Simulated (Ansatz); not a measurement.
Ga2O3, pressure series

The reference is Ga2O3 in the corundum structure (space group R-3c, No. 167; a = 4.9845 Å, c = 13.4410 Å (hexagonal axes)).

Cell and atoms are relaxed at each pressure.

All numbers come from r2SCAN (Ansatz, a program for electronic structure; PAW; 500 eV plane waves; no spin-orbit coupling), earlier PAW set.

```csv
change,lattice parameter a,smallest direct gap
base,4.985 Å,3.82 eV
pressure −2 GPa,(withheld),(withheld)
pressure −1 GPa,4.991 Å,3.77 eV
pressure 3 GPa,4.966 Å,3.97 eV
pressure 7 GPa,4.943 Å,4.16 eV
pressure 15 GPa,4.902 Å,4.50 eV
pressure 30 GPa,4.838 Å,5.04 eV
pressure 50 GPa,4.771 Å,5.62 eV
pressure 75 GPa,4.707 Å,6.18 eV
pressure 100 GPa,4.660 Å,6.60 eV
```

Fill in the withheld entries from the trend.


- pressure −2 GPa, lattice parameter a: 4.998 Å
- pressure −2 GPa, smallest direct gap: 3.72 eV

Load acts through the strain it causes; cell and atoms are relaxed under it. No phonon test of stability was made. Competing high-pressure phases were not computed.
